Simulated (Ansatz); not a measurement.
## Response to strain in hypothetical Fm-3m WSe2

The reference is WSe$_{2}$ (space group Fm-3m, No. 225; a = 6.2622 Å; ferromagnetic; a hypothetical phase, not in the database extracts checked). Axes: x, y, z lie along the cube axes.

Strains are applied to the cell and any free atomic positions relax; under stress the whole cell relaxes.

All numbers come from r2SCAN (Ansatz, a program for electronic structure; PAW; 500 eV plane waves; no spin-orbit coupling).

Notes on the quantities. energy relative to the base: free energy F.

| change | largest site moment | energy relative to the base | pressure |
|---|---|---|---|
| base | 1.43 μB | 0 meV/atom | 0.0 GPa |
| isotropic strain −0.79 % | 1.38 μB | +4.2 meV/atom | 2.8 GPa |
| uniaxial strain ε_yy = −1.53 % | 1.39 μB | +3.4 meV/atom | 1.8 GPa |
| uniaxial stress, 3 GPa tension along x | 1.44 μB | +2.9 meV/atom | – |
| tensor shear ε_xy = +1.73 % | 1.41 μB | +2.4 meV/atom | 0.0 GPa |

The magnetic state is the one reached from the starting moments; the real material's order can differ, and small cells can't hold many antiferromagnetic ones. Without a gap, meshes like the base's 13×13×13 leave anisotropic stresses uncertain by several tenths of a GPa, and small strain energies with them. Beyond what the load breaks, stability against distortions was not tested.
